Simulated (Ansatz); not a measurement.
Consider this model of amorphous In₄₄W₂O₇₂.

```xyz
118
Lattice="11.8613 -0.1546 -0.1751 -0.1546 11.5464 -0.0346 -0.1751 -0.0346 11.8196" Properties=species:S:1:pos:R:3 pbc="T T T"
In     5.3094     9.5095    10.4448
In     3.1479     5.7749     6.4785
In     2.1386     7.6942     9.4730
In     4.2784     7.1851     0.7104
In     0.3773     4.4932     3.7454
In     8.6077     3.8237     3.2629
In    10.3885     6.8029     9.2374
In     5.8324     1.5846     8.6255
In     9.5081     1.6491     8.8406
In     4.6186     0.2791     5.6430
In     8.9767     7.6147     6.3965
In    10.9456    10.2120     7.3850
In     2.3411     1.2204     3.0903
In    10.1806    10.0387    11.1879
In     0.6928     4.3334     9.3092
In     4.0748     1.5512    11.4599
In    11.2498     1.6459     5.3209
In     0.4028     6.8992     0.6719
In    10.0767     4.4525     6.4405
In     1.8126    10.3438     0.0916
In     7.7154     9.4804     1.5489
In     4.3371     4.8447     9.5509
In     2.1550     4.2396     1.0124
In     5.9626     7.1377     3.8873
In     0.3399     7.3751     6.1044
In     7.5148     0.9753    11.4883
In     7.7487     4.5008     9.4417
In    10.6702     0.7931     1.9821
In     2.5840    10.7990     8.7188
In     5.1588     8.2985     7.1616
In    -0.1340     9.5102     2.6129
In     6.3671     1.1396     2.8143
In     0.6212     1.5664    10.4829
In     6.0369     4.0366     1.0412
In     4.0620    10.1399     2.1777
In     1.1907    10.8476     5.2237
In     8.0929    10.0762     8.8297
In     7.7145     2.0053     6.1090
In     6.7381     5.2984     6.6324
In     2.4000     2.4361     7.1883
In    10.0520     3.7957     0.0438
In     7.4429    10.1238     5.1236
In     2.4821     7.6387     3.5988
In     7.6649     6.4461     0.2275
W      9.6595     6.9197     3.2245
W      4.7251     3.5667     4.3338
O      4.0693     7.3974     5.3575
O     10.3276     6.3240     5.3149
O      6.8885     7.4015     5.9617
O      8.5438     5.8457     7.7483
O      8.0768    10.6315    11.0303
O      6.0531    10.8882     1.7719
O      1.1854    10.4203     7.2632
O      4.0704     3.5397     0.5282
O      8.7060     9.6996     6.7677
O      2.4899     0.4685    10.4713
O      0.1114     0.2186     0.1240
O     10.1406     2.1724     3.5257
O      8.2385     4.4092     1.1648
O     11.4766     7.2192     2.5328
O     10.8759     8.0858     7.4003
O      9.7473    10.3289     1.6569
O      0.9056     8.8381     4.6298
O      7.5782     0.6134     7.9013
O      6.2204     5.0986    10.7639
O     -0.0478     4.8568     0.9937
O      6.8318     3.5173     7.8085
O      9.1379     5.5643    10.6805
O      1.8732     7.1206     7.4756
O      6.5018     3.2355     3.1872
O      5.5911     0.1671    10.3672
O      7.9403     2.4432    10.0409
O      6.4738     8.8232     8.8269
O     10.3198     5.0653     3.0854
O     10.9360    11.1560     5.5150
O      2.3415     6.3759     1.4982
O      8.2676     3.9728     5.3847
O     -0.0288     3.7986     5.6781
O      4.3793     8.0742     2.7250
O      9.6303     8.4505     4.1884
O      4.5658     2.7720     9.7025
O      6.2070     1.9099     0.7847
O     10.0938    11.2222     9.0387
O      3.4515     3.7046     5.6909
O      0.4479     6.5359    10.3613
O      9.4314     1.8283     0.7055
O      1.5665     6.0362     4.7256
O      3.7862     4.3710     3.1037
O      2.5874     4.3999     8.1774
O      0.7227     2.1595     8.4059
O      7.6072     0.5614     4.4677
O      5.8898     6.0820     1.6226
O      0.4727     0.0277     3.1408
O      2.0046     9.3143     2.1112
O      1.6610     1.4504     5.3496
O      4.9741     6.0042     7.7513
O     10.7717     2.8416    10.0937
O      3.5006     6.4773    10.5796
O      5.5744    10.1496     6.0985
O     11.1679     5.2081     8.0310
O      1.2846     9.5334     9.9681
O      1.6106     3.3791    10.9356
O      3.2216     0.3521     1.3030
O      7.0165     8.9534     3.4814
O      3.8184     9.0680     8.7538
O      3.1763    10.9687     4.1766
O      5.6705     5.0930     4.8249
O      9.7484     2.2447     6.8584
O      3.9084     9.2764     0.0648
O      9.4644     8.5850     9.8107
O      5.6176     2.1475     5.7749
O      1.3275     3.0076     2.5713
O      3.8393     0.8018     7.5828
O     -0.0548     8.9692     0.4711
O      4.3960     1.7909     3.5598
O      6.6160     8.3290     0.0975
O      8.9937     7.5330     1.5548
O      8.0361     6.1468     3.6258
```

These are PBE, scalar-relativistic without spin-orbit coupling (plane waves to 420 eV, PAW; Ansatz, a program for electronic structure) values and carry that method's errors.

A CHGNet melt-quench gave the starting glass, which DFT then relaxed. O atoms were pushed apart under 1.9 Å during the dynamics, to hinder bonds among them. The hot cell started wider than the set density and was brought back towards it in steps. It is the lowest in DFT energy of 4 quenches. It is a model cell: composition and starting density were chosen by hand, and all elements were melted together. No dispersion term was used. Its density started from a set value of 6.79 and ended at 6.74 g/cm³. Cooling (nominally 84 K/ps over its main leg) ran many orders faster than in experiment, which tends to leave more defects and strain. Values belong to this one cell and scatter from quench to quench. Volume and shape were free in the relaxation.

Bonds are counted up to In-In 3.12 Å, In-W 3.08 Å, In-O 2.74 Å, W-W 3.04 Å, W-O 2.51 Å, O-O 1.58 Å. Two cations that share two anions don't count as bonded, nor two that share one unless they lie closer than In-In 3.04 Å, In-W 3.00 Å, W-W 2.95 Å.

Question: Give the coordination numbers, mean bond lengths and angles.

Answer: 
| Quantity | Result |
|---|---|
| Mean coordination of In by anions | 5.57 (2 with 4, 17 with 5, 23 with 6, 2 with 7) |
| Mean coordination of W by anions | 6.00 (2 with 6) |
| Mean coordination of O | 3.57 (2 with 2, 28 with 3, 41 with 4, 1 with 5) |
| Mean In-O bond | 2.219 Å (spread 0.120 Å, 245 counted) |
| Mean W-O bond | 1.963 Å (spread 0.158 Å, 12 counted) |
| Bond angle at In | mean 104.5°, spread 28.5° |
| Bond angle at W | mean 104.6°, spread 30.5° |
| Bond angle at O | mean 110.6°, spread 16.2° |

Question: List the pairs of like atoms that count as bonded by the rules above.

Answer: There are none by these rules.
